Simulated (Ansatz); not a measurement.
# Ge (P6₃/mmc, No. 194, 8 atoms in the cell; start mp-1091415; another form than the element's usual one)

All values below come from r²SCAN+rVV10 (PAW; Ansatz, a quantum-chemistry and plane-wave program).

Run with plane-wave cutoff 560 eV, 18×18×4 k mesh (along the axes of the cell as run), Fermi–Dirac smearing 0.05 eV, scalar-relativistic PAW data made under PBE.

Cell (relaxed at this level):

```
Ge
1.0
    3.98811     0.00000     0.00000
   -1.99405     3.45380     0.00000
    0.00000     0.00000    13.10488
Ge
8
Cartesian
  0.00000   0.00000   5.33171
  0.00000   0.00000   7.77316
  0.00000   0.00000  11.88415
  0.00000   0.00000   1.22073
  0.00000   2.30253   4.50932
  1.99405   1.15127   8.59556
  1.99405   1.15127  11.06176
  0.00000   2.30253   2.04312
```

```
Property                        Value
--------  ---------------------------
band gap  0.29 eV (on the SCF k mesh)
```

Note: the relaxation could not lower the start's symmetry, so the cell can be a saddle point above a distorted one.

Spin–orbit coupling is not included.

The result took about 7 core-minutes (a rough figure).

A start named mp-… is a Materials Project structure, which need not be a measured phase.
